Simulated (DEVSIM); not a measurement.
Structure: Schottky contact on n-type GaN, at 250 K.

Layer 1 from the left is GaN, thickness (μm) 0.580, Nd (cm⁻³) 4.1e16, τn (s) 8.3e-8, τp (s) 8.3e-8. Layer 2 from the left is GaN, thickness (μm) 1.50, Nd (cm⁻³) 8.6e17, τn (s) 8.3e-8, τp (s) 8.3e-8.

Left contact: Schottky, work function 5.6 eV, emission velocity 4.4e6 cm/s. Right contact: ohmic. Voltage is applied to the left contact. Recombination: SRH at mid-gap, Auger. Mobility is μmin + (μ − μmin)/(1 + (N/Nref)^α).

Constants are typed, rounded textbook-type inputs, not results; the design itself was drawn at random and stands for no fabricated device. Values at 300 K; Nc and Nv go as T^1.5, mobilities as T to minus their exponent, the gap by Varshni's rule with the affinity fixed.

GaN: gap (eV) 3.43, affinity (eV) 4.1, permittivity 9.5, Nc (cm⁻³) 2.3e18, Nv (cm⁻³) 4.6e19, μn (cm²/Vs) 1200, μp (cm²/Vs) 100, μn,min 55, μp,min 3, Nref,n 2e17, Nref,p 3e17, αn 1, αp 2, T exponent of μn 1.5, T exponent of μp 2, Cn (cm⁶/s) 1e-30, Cp (cm⁶/s) 1e-30, Varshni α (eV/K) 0.00091, Varshni β (K) 830.

Simulated with DEVSIM: 1D drift-diffusion, Boltzmann statistics, complete ionisation; no tunnelling, impact ionisation, image-force lowering or self-heating. Metal contacts follow the ideal Schottky-Mott rule: no Fermi-level pinning, no interface dipoles.

Dark forward current:

```csv
|V| (V),|J| (A/cm²)
0.60,8.609e-13
0.65,8.759e-12
0.70,8.911e-11
0.75,9.065e-10
0.80,9.220e-9
0.85,9.375e-8
0.90,9.531e-7
0.95,9.687e-6
1.00,9.841e-5
1.05,0.0009991
1.10,0.01014
1.15,0.1027
1.20,1.038
1.25,10.41
1.30,99.92
1.35,741.5
1.40,2860
```

Work out the local ideality factor n = ΔV / (kT/q · ln(J2/J1)) between the rows 0.60 and 0.65 V, 1.35 and 1.40 V.

kT/q = 21.54 mV. From 0.60 to 0.65 V: ln(8.759e-12/8.609e-13) = 2.320, n = 1.00, near the 1 of diffusion or emission over a barrier. From 1.35 to 1.40 V: ln(2860/741.5) = 1.350, n = 1.72; the layers' resistance at their doping, Σ W/(qμN) = 9.7e-6 Ω cm², would take 21 mV of this step of 50 mV.

Estimate the current at 0.95 V for emission alone, J0 = q v N_band exp(−φB/kT), and read the barrier back from the simulated current.

φB = 1.500 eV, N_band = 1.75e18 cm⁻³, J0 = 7.04e-25 A/cm²; J = J0 (exp(qV/kT) − 1) = 1.00e-5 A/cm². The simulation gives 9.69e-6 A/cm²; the estimate lies 3.7 % above. Read backwards, the simulated current gives an apparent barrier of 1.501 eV. The estimate leaves out transport through the depletion region and minority injection.
